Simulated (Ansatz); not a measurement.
**Pressure series in hypothetical P4/nmm Co2Si**

Consider Co2Si (space group P4/nmm, No. 129; ferromagnetic; a hypothetical phase, not in the database extracts checked).

```yaml
crystal:
  lattice:
    - [3.40597, 0.00000, 0.00000]
    - [0.00000, 3.40597, 0.00000]
    - [0.00000, 0.00000, 5.69396]
  atoms:
    - { symbol: Co, position: [0.00000, 0.00000, 0.00000] }
    - { symbol: Co, position: [0.50000, 0.50000, 0.00000] }
    - { symbol: Co, position: [0.50000, 0.00000, 0.34325] }
    - { symbol: Co, position: [0.00000, 0.50000, 0.65675] }
    - { symbol: Si, position: [0.50000, 0.00000, 0.73343] }
    - { symbol: Si, position: [0.00000, 0.50000, 0.26657] }
```

Cell and atoms are relaxed at each pressure.

Calculations: PBEsol, PAW, 420 eV (Ansatz, a quantum-chemistry and plane-wave program; no spin-orbit coupling).

```json
[
 {"case": "base", "largest site moment": "0.81 μB", "volume per atom": "11.01 Å³"},
 {"case": "pressure −1 GPa", "largest site moment": "0.82 μB", "volume per atom": "11.06 Å³"},
 {"case": "pressure 0.3 GPa", "largest site moment": "0.80 μB", "volume per atom": "10.99 Å³"},
 {"case": "pressure 0.7 GPa", "largest site moment": "0.80 μB", "volume per atom": "10.97 Å³"},
 {"case": "pressure 1.5 GPa", "largest site moment": "0.79 μB", "volume per atom": "10.93 Å³"},
 {"case": "pressure 3 GPa", "largest site moment": "0.77 μB", "volume per atom": "10.86 Å³"},
 {"case": "pressure 5 GPa", "largest site moment": "0.76 μB", "volume per atom": "10.76 Å³"},
 {"case": "pressure 7.5 GPa", "largest site moment": "0.75 μB", "volume per atom": "10.65 Å³"},
 {"case": "pressure 10 GPa", "largest site moment": "0.74 μB", "volume per atom": "10.55 Å³"}
]
```

Other magnetic orders, which the real material may have, were not ruled out. Load acts through the strain it causes; cell and atoms are relaxed under it. Whether these cells are dynamically stable was not tested. Competing high-pressure phases were not computed.
